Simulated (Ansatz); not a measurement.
Start from Rh in the fcc (Cu type) structure (space group Fm-3m, No. 225; a = 3.8016 Å; relaxed with 0.1 eV smearing). Axes: x, y, z lie along the cube axes.

Method: r2SCAN in Ansatz (plane waves to 500 eV, PAW, scalar-relativistic without spin-orbit coupling), earlier PAW set.

Before the change:

* **Pressure**: 0.0 GPa

Now apply this change: biaxial strain +0.69 %, plane normal [001], relaxed out of plane (Cartesian); in-plane vectors clamped, the third vector and the atoms free.

Q: Predict the new pressure, out-of-plane strain and energy relative to the base.

A: The pressure (mean of the normal stresses, compression positive) goes from zero to -2.1 GPa; the out-of-plane strain comes out as -0.62 %; the energy rises by 1.8 meV/atom.

Whether these cells are dynamically stable was not tested. All final runs are without spin polarisation.

Ansatz is a program for electronic structure.
